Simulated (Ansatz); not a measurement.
The reference is Cu in the fcc (Cu type) structure (space group Fm-3m, No. 225; a = 3.5638 Å; relaxed with 0.1 eV smearing).

All numbers come from PBEsol (Ansatz, a program for electronic structure; PAW; 420 eV plane waves; no spin-orbit coupling).

For the base:

| Item | Value |
|---|---|
| Pressure | 0.0 GPa |

Now apply this change: the cell is scaled by 1.0200 in all directions, atoms relaxed at fixed cell.

Task: Estimate the effect on the pressure and energy relative to the base.

Result: The pressure goes from zero to -8.6 GPa; the energy rises by 20 meV/atom.

The cells carry an imposed strain or load. Whether these cells are dynamically stable was not tested. The final runs are not spin-polarised.
